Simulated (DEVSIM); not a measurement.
Device: abrupt Si p-n junction, at 300 K.

Layer 1 from the left is Si, thickness (μm) 73.0, Na (cm⁻³) 4.5e17, τn (s) 0.0004, τp (s) 0.0004. Layer 2 from the left is Si, thickness (μm) 290, Nd (cm⁻³) 3.8e16, τn (s) 0.0004, τp (s) 0.0004.

Left contact: ohmic. Right contact: ohmic. Voltage is applied to the left contact. Recombination: SRH at mid-gap, Auger. Mobility is μmin + (μ − μmin)/(1 + (N/Nref)^α).

The device is made up for the run: typed textbook-type constants, with dimensions and the other settings drawn at random. Values at 300 K.

Si: gap (eV) 1.124, affinity (eV) 4.05, permittivity 11.7, Nc (cm⁻³) 2.86e19, Nv (cm⁻³) 3.1e19, μn (cm²/Vs) 1417, μp (cm²/Vs) 470, μn,min 52, μp,min 45, Nref,n 9.7e16, Nref,p 2.2e17, αn 0.68, αp 0.72, Cn (cm⁶/s) 2.8e-31, Cp (cm⁶/s) 9.9e-32.

DEVSIM, 1D drift-diffusion, Boltzmann statistics, complete ionisation; no tunnelling, impact ionisation, image-force lowering or self-heating.

Dark forward current:

```csv
|V| (V),|J| (A/cm²)
0.10,2.932e-11
0.15,1.324e-10
0.20,6.997e-10
0.25,4.222e-9
0.30,2.748e-8
0.35,1.853e-7
0.40,1.268e-6
0.45,8.736e-6
0.50,6.032e-5
0.55,0.0004169
0.60,0.002882
0.65,0.01987
0.70,0.1345
0.75,0.8323
0.80,4.051
0.85,14.11
0.90,35.29
0.95,68.36
1.00,111.8
1.05,163.8
1.10,223.2
1.15,288.9
1.20,360.2
1.25,436.7
1.30,517.9
1.35,603.3
```

Q: Work out the local ideality factor n = ΔV / (kT/q · ln(J2/J1)) between the rows 0.15 and 0.20 V, 0.55 and 0.60 V, 1.30 and 1.35 V.

A: kT/q = 25.85 mV. From 0.15 to 0.20 V: ln(6.997e-10/1.324e-10) = 1.665, n = 1.16. From 0.55 to 0.60 V: ln(0.002882/0.0004169) = 1.933, n = 1.00, near the 1 of diffusion or emission over a barrier. From 1.30 to 1.35 V: ln(603.3/517.9) = 0.153, n = 12.67.

Q: Estimate the current at 0.45 V from the Shockley equation with J0 = Σ q ni² D/(N L) coth(W/L), τ joining the SRH, radiative and Auger lifetimes that are on, and W taken as the whole layer.

A: ni² = 1.16e20 cm⁻⁶; electrons in the p layer: μ = 408 cm²/Vs, D = 10.5 cm²/s, τ = 4.44e-5 s, L = 216 μm, W/L = 0.34, term 6.18e-14 A/cm²; holes in the n layer: μ = 376 cm²/Vs, D = 9.73 cm²/s, τ = 0.000344 s, L = 579 μm, W/L = 0.50, term 1.77e-13 A/cm². J0 = 2.39e-13 A/cm², and J = J0 exp(qV/kT) = 8.69e-6 A/cm². The simulation gives 8.74e-6 A/cm², the same within the digits that matter. The estimate leaves out recombination in the depletion region and that region's share of W.
